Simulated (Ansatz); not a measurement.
For SnGe (model structure, started from the wurtzite type, P6₃mc, No. 186, 4 atoms in the cell), PBE in Ansatz (PAW) gives:

* **lattice parameter a**: 4.379 Å
* **c axis length**: 7.212 Å
* **enthalpy of formation**: 0.024 eV/atom

**Question.** What does PBE-D3(BJ) in Ansatz (PAW) give for the same quantities?

**Answer.** 
- lattice constant a: 4.329 Å (shrinks by 1.1 %)
- lattice parameter c: 7.133 Å (drops by 1.1 %)
- formation enthalpy: 0.069 eV/atom (increases by 0.045 eV/atom)

Changes are worked out from the printed values.

Unless a cell is named, each level is at its own relaxed cell (PBE 29.94, PBE-D3(BJ) 28.94 Å³/atom).

Levels without +SOC leave out spin–orbit coupling, which shifts energies and cells of such heavy elements.

Ansatz's density-functional and Hartree–Fock values are scalar-relativistic unless marked +SOC, with PAW data made under PBE.

A model structure was made by putting elements into a prototype or built by hand; it is no filed structure, need not be a known phase, and can be a saddle point held by its symmetry.

Ansatz is an electronic-structure program.
